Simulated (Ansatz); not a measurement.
The parent structure is InP in the zinc blende structure (space group F-43m, No. 216; a = 5.827 Å). Axes: x, y, z lie along the cube axes.

The values are results of LDA (Ansatz, a first-principles code; PAW; 420 eV plane waves; without spin-orbit coupling), not measurements.

Base values:

- Valence-band top at Γ = 0.00, 0.00, 0.00 eV
- Gap character = direct at Γ
- Band gap = 0.58 eV

It is then changed as follows: the cell is compressed by 3.00 % along z with no lateral relaxation; the atoms relax in the strained cell.

How does this affect the valence-band top at Γ?

The valence-band top at Γ (three highest levels, from the VBM) becomes 0.00, -0.14, -0.14 eV (base: 0.00, 0.00, 0.00 eV).

Estimate the effect on the gap character.

The gap character stays direct at Γ.

Estimate the effect on the stress.

The stress (xx, yy, zz, yz, xz, xy; compression positive) amounts to (1.89, 1.89, 3.11, 0.00, 0.00, 0.00) GPa.

What happens to the band gap?

The band gap rises by 0.065 eV to 0.64 eV.

Whether these cells are dynamically stable was not tested. k-point labels follow each cell's own Brillouin zone.
